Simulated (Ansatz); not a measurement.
The starting structures come from a database of crystals and need not be the phases stable at ambient conditions.

 Where the default PAW files enter, the runs use the earlier of Ansatz's two default sets.

Crystal: SnF3 (Fm-3m, not sure to be the ambient phase, 8 atoms a cell, 21.0 Å³ an atom, -2 GPa at this level); planes in its conventional cell.

All values below come from r2SCAN (plane waves, PAW; Ansatz, a program for electronic structure).

No gap correction and no spin-orbit coupling; mid-gap values are interpolated between computed energies.

```csv
plane,area of the cell (Å²),mid-gap κ (1/Å),largest κ in the gap (1/Å)
(110),54.3,0.32,0.33
(111),33.3,___,___
(001),38.4,___,___
```

Question: The slowest decay depends on the direction. Supply the withheld values.

Answer: 
- (111), mid-gap κ (1/Å): 0.28
- (111), largest κ in the gap (1/Å): 0.28
- (001), mid-gap κ (1/Å): 0.36
- (001), largest κ in the gap (1/Å): 0.37
